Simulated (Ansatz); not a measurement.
The reference is a 9-atom supercell of PbI2 in the CdI2 type structure (space group P-3m1, No. 164; a = 4.440 Å, c = 6.742 Å; layered) at its relaxed geometry.

The values are results of DFT with PBEsol-D3(BJ), PAW potentials and a 420 eV plane-wave cutoff in Ansatz (an electronic-structure program), no spin-orbit coupling, earlier PAW set, not measurements.

Before the change:

| Property | Value |
|---|---|
| Mean distance from the defect site to its nearest host atoms | 3.18 Å |
| Pressure | 0.0 GPa |

One thing is altered: a neutral Se on a Pb site, atoms relaxed at fixed cell, starting from a slightly rattled geometry.

Tabulated Pauling electronegativity and covalent radius: Pb 2.33, 1.46 Å; Se 2.55, 1.20 Å.

### Question
What does the calculation give for the largest displacement of a host atom from its site in the perfect cell after the change?

### Answer
The largest displacement of a host atom from its site in the perfect cell amounts to 0.47 Å.

### Question
Estimate the effect on the mean distance from the defect site to its nearest host atoms.

### Answer
The mean distance from the defect site to its nearest host atoms decreases by 0.12 Å to 3.06 Å.

### Question
What happens to the pressure?

### Answer
The pressure goes from zero to -0.3 GPa.

Other magnetic orders, which the real material may have, were not ruled out. The cell is small, so the values are those of an ordered compound at a high defect concentration; dilute-limit values will differ. Seeded moments were not kept for Se on a Pb site. The defect cell is spin-polarised and ends with 0.0 μB.
